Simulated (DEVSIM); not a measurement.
Structure: CdS/CdTe n-p heterojunction, at 350 K.

Layer 1 from the left is CdS, thickness (μm) 0.0900, Nd (cm⁻³) 9.8e16, τn (s) 4.3e-9, τp (s) 4.3e-9. Layer 2 from the left is CdTe, thickness (μm) 0.0840, Na (cm⁻³) 1.6e17, τn (s) 4.3e-9, τp (s) 4.3e-9.

Left contact: ohmic. Right contact: ohmic. Voltage is applied to the left contact. Recombination: SRH at mid-gap, radiative. Mobility is constant in doping.

The device is made up for the run: typed textbook-type constants, with dimensions and the other settings drawn at random. Values at 300 K; Nc and Nv go as T^1.5, mobilities as T to minus their exponent, the gap by Varshni's rule with the affinity fixed.

CdS: gap (eV) 2.4, affinity (eV) 4.3, permittivity 9, Nc (cm⁻³) 2.2e18, Nv (cm⁻³) 1.8e19, μn (cm²/Vs) 300, μp (cm²/Vs) 25, T exponent of μn 1.5, T exponent of μp 1.5, B (cm³/s) 1e-10, Varshni α (eV/K) 0.00039, Varshni β (K) 103. CdTe: gap (eV) 1.5, affinity (eV) 4.28, permittivity 10.2, Nc (cm⁻³) 8e17, Nv (cm⁻³) 1.8e19, μn (cm²/Vs) 1000, μp (cm²/Vs) 80, T exponent of μn 1.7, T exponent of μp 1.5, B (cm³/s) 1e-10, Varshni α (eV/K) 0.00031, Varshni β (K) 108.

Model (solved in DEVSIM): 1D drift-diffusion, Boltzmann statistics, complete ionisation; no tunnelling, impact ionisation, image-force lowering or self-heating. Band offsets follow the typed affinities; no thermionic-emission limit at abrupt steps, no polarisation charge.

What does the simulation give for the dark forward voltage at 1 A/cm², the largest field in the device at zero bias?

dark forward voltage at 1 A/cm² 0.934 V; largest field in the device at zero bias 170000 V/cm.
